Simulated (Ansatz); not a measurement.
Density of states of AuCd (Pmma) near the Fermi level, PBEsol, rigid bands (Ansatz, an electronic-structure program).

```
E − E_F (eV) | states/eV/cell
    -1.95 | ####################### 1.07
    -1.85 | ####################### 1.07
    -1.75 | ######################## 1.08
    -1.65 | ####################### 1.07
    -1.55 | ####################### 1.05
    -1.45 | ####################### 1.04
    -1.35 | ####################### 1.06
    -1.25 | ############################# 1.33
    -1.15 | ############################## 1.37
    -1.05 | ########################### 1.22
    -0.95 | ########################## 1.17
    -0.85 | ######################### 1.14
    -0.75 | ######################### 1.13
    -0.65 | ######################### 1.13
    -0.55 | ########################## 1.20
    -0.45 | ############################# 1.31
    -0.35 | ############################ 1.30
    -0.25 | ############################ 1.26
    -0.15 | ########################### 1.23
    -0.05 | ########################## 1.20
     0.05 | ########################## 1.17
     0.15 | ######################### 1.14
     0.25 | ######################## 1.11
     0.35 | ######################## 1.08
     0.45 | ####################### 1.06
     0.55 | ####################### 1.03
     0.65 | ###################### 1.00
     0.75 | ##################### 0.98
     0.85 | #################### 0.93
     0.95 | #################### 0.91
     1.05 | ################### 0.88
     1.15 | ################### 0.86
     1.25 | ################## 0.84
     1.35 | ################## 0.84
     1.45 | #################### 0.90
     1.55 | ################### 0.87
     1.65 | ################### 0.86
     1.75 | ################### 0.89
     1.85 | ##################### 0.95
```

With 4 atoms a cell, what bare Sommerfeld coefficient γ = (π²/3) k_B² N(E_F) follows?

N(E_F) ≈ 1.19 states/eV a cell at 300 K, so γ ≈ 0.70 mJ/(mol of atoms·K²), before many-body enhancement (phonons, spin fluctuations, correlation).

How far does the Fermi level move in a rigid band for 0.1 electron a cell added or removed?

85 meV and -83 meV.

A metal at this level (no band gap); rigid bands, thermally averaged at 300 K, both spins. Spin-orbit coupling is left out, which matters with elements this heavy. Geometry: cell and atoms relaxed with PBEsol.

Formula and space group known from diffraction (Crystallography Open Database), not checked to be the room-temperature form: AuCd (Pmma).
